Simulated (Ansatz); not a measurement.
A periodic model of amorphous Hf₁₈O₃₆C:

```xyz
55
Lattice="8.8370 0.2229 0.1576 0.2229 8.5359 -0.0440 0.1576 -0.0440 8.6802" Properties=species:S:1:pos:R:3 pbc="T T T"
Hf     4.6744     6.3417     4.0426
Hf     2.0463     3.2724     4.0778
Hf     8.9540     3.9186     7.5994
Hf     0.7937     1.6217     1.1900
Hf     3.0848     5.9714     7.1108
Hf     4.9853     3.4095     6.2059
Hf     2.0683     8.3729     3.7013
Hf     6.2411     1.5321     8.6039
Hf     7.2309     4.5540     2.4173
Hf     7.2726     7.7942     2.3812
Hf     4.2094     7.7877     1.1292
Hf     4.1284     4.2661     1.2299
Hf     2.9109     0.8715     6.7676
Hf     7.6834     1.8936     5.1600
Hf     8.9233     6.0826     4.9984
Hf     1.3193     5.6660     1.5985
Hf     8.2444     7.5441     7.8347
Hf     5.0965     1.9241     3.2444
O      8.3999     3.5088     0.9506
O      4.7296     5.4742     5.8524
O      2.9188     6.4910     2.9974
O      8.0339     5.7333     6.8589
O      5.5696     1.7075     5.2034
O      1.4705     7.5836     7.0708
O      2.0763     0.0474     1.5827
O      4.2073     4.2632     7.9197
O      6.9581     6.2784     3.8800
O      7.2272     0.5917     6.9706
O      1.5027     1.9380     7.9265
O      0.3902     4.6042     3.1583
O      0.6967     0.5022     5.4431
O      4.1666     3.9020     3.5883
O      5.4153     5.7188     1.9550
O      1.9258     5.1537     5.4066
O      4.6015     1.7343     7.5145
O      8.1588     6.2511     1.1868
O      0.2832     3.1254     5.4951
O      1.4074     5.0796     8.1668
O      0.7161     1.7914     3.2494
O      5.2319     8.0880     3.0207
O      0.3858     7.2382     3.0681
O      4.4888     1.2934     1.2914
O      6.8406     3.5239     4.0760
O      5.9226     3.1866     1.4732
O      6.9234     3.1189     7.2162
O      3.9400     7.8143     7.7806
O      3.1372     6.0543     0.6211
O      3.4886     7.8330     5.2039
O      2.2477     3.7293     1.8042
O      7.1028     1.0233     3.3391
O      3.0524     2.7335     5.8373
O      3.1419     1.4899     3.6556
O      8.1547     0.5756     0.8487
O      6.2470     7.9629     0.4102
C      0.7753     7.6932     5.8076
```

Method: PBE, scalar-relativistic without spin-orbit coupling (plane waves to 420 eV, PAW; Ansatz, a quantum-chemistry and plane-wave program).

It comes from a melt-quench run on a machine-learned potential (CHGNet), relaxed afterwards by DFT. O atoms were pushed apart under 1.9 Å during the dynamics, to hinder bonds among them. The hot cell started wider than the set density and was brought back towards it in steps. It is the lowest in DFT energy of 2 quenches. It is a model cell: composition and starting density were chosen by hand, and all elements were melted together. No dispersion term was used. Its density started from a set value of 8.91 and ended at 9.65 g/cm³. The quench (nominally 300 K/ps over its main leg) was far faster than any real one, so the model tends to hold more defects than a real film. A cell of this size samples the disorder only roughly. Volume and shape were free in the relaxation. On a 2×2×2 Γ-centred mesh force components of up to 0.16 eV/Å stay, since the relaxation ran on the zone centre alone.

Cut-offs for bonds: Hf-Hf 3.34 Å, Hf-O 2.90 Å, Hf-C 2.51 Å, O-O 1.58 Å, O-C 1.70 Å, C-C 1.78 Å. Two cations that share two anions don't count as bonded, nor two that share one unless they lie closer than Hf-Hf 3.25 Å, Hf-C 2.44 Å, C-C 1.63 Å.

Give the coordination numbers, mean bond lengths and angles.


```yaml
Mean coordination of Hf: 7.22 (3 with 6, 8 with 7, 7 with 8)
Mean coordination of O: 3.61 (16 with 3, 18 with 4, 2 with 5)
Mean coordination of C: 4.00 (1 with 4)
Mean Hf-O bond: 2.215 Å (spread 0.181 Å, 128 counted)
Mean Hf-C close contact: 2.265 Å (spread 0.081 Å, 2 counted)
Mean O-C bond: 1.430 Å (spread 0.017 Å, 2 counted)
Bond angle at Hf: mean 100.8°, spread 30.3°
Bond angle at O: mean 110.1°, spread 18.9°
Bond angle at C: mean 105.3°, spread 22.3°
```

List the pairs of like atoms that count as bonded by the rules above.

There are none by these rules.
